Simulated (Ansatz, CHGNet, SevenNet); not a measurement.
## C axis length of NbP (model structure, started from the NbAs type, I4₁md, No. 109, 4 atoms in the cell) at several levels of theory

No measured value is used here.

| level (code) | value (Å) |
|---|---|
| CHGNet 0.3.0 | 11.591 |
| SevenNet-0 | 11.597 |
| SevenNet-l3i5 | 11.466 |
| PBE (Ansatz) | 11.426 |
| PBEsol (Ansatz) | 11.286 |
| r²SCAN (Ansatz) | 11.448 |

Cutoffs differ between the levels. Ansatz's density-functional and Hartree–Fock values are scalar-relativistic unless marked +SOC, with PAW data made under PBE.

Machine-learned potentials (CHGNet 0.3.0, SevenNet-0, SevenNet-l3i5) are trained on DFT data: a solid inside that data is no test of them.

A model structure was made by putting elements into a prototype or built by hand; it is no filed structure, need not be a known phase, and can be a saddle point held by its symmetry.

Ansatz is a program for electronic structure.
